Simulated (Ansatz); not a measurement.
Fluorite AuAl₂ was calculated with RPBE (Ansatz, a quantum-chemistry and plane-wave program, plane waves, PAW).

Run with plane-wave cutoff 520 eV, 16×16×16 k mesh, Fermi–Dirac smearing 0.05 eV, scalar-relativistic PAW data made under PBE.

Pressure at four volumes; x = ln(V/18.913 Å³). One pressure is withheld.

```json
[
 {"V (Å³/atom)": "17.778", "x": "-0.0619", "P (GPa)": "7.13"},
 {"V (Å³/atom)": "18.913", "x": "0.0000", "P (GPa)": "0.01"},
 {"V (Å³/atom)": "19.669", "x": "0.0392", "P (GPa)": "-3.52"},
 {"V (Å³/atom)": "20.048", "x": "0.0583", "P (GPa)": "?"}
]
```

**Question.** Pass a parabola P(x) through the three rows shown, estimate the bulk modulus and its pressure derivative near zero pressure, and predict the withheld pressure.

**Answer.** Slopes between the rows: (0.01 − (7.13))/(0.0000 − (-0.0619)) = -115.02 and (-3.52 − (0.01))/(0.0392 − (0.0000)) = -90.05 GPa. Their difference over the span 0.1011 is c = 24.97/0.1011 = 247.0 GPa, so P(x) = 7.13 + (-115.02)(x − (-0.0619)) + 247.0 (x − (-0.0619))(x − (0.0000)). At the middle row B = −dP/dx = −[-115.02 + 247.0 × 0.0619] = 99.7 GPa, and B′ = dB/dP = 2c/B = 5.0. At x = 0.0583 the parabola gives -4.96 GPa; the run gives -4.98 GPa. The Birch–Murnaghan fit to the energies at all volumes has B0 = 98.9 GPa and B′ = 4.9.

Spin–orbit coupling is not included; it can shift volumes and moduli of such heavy elements.
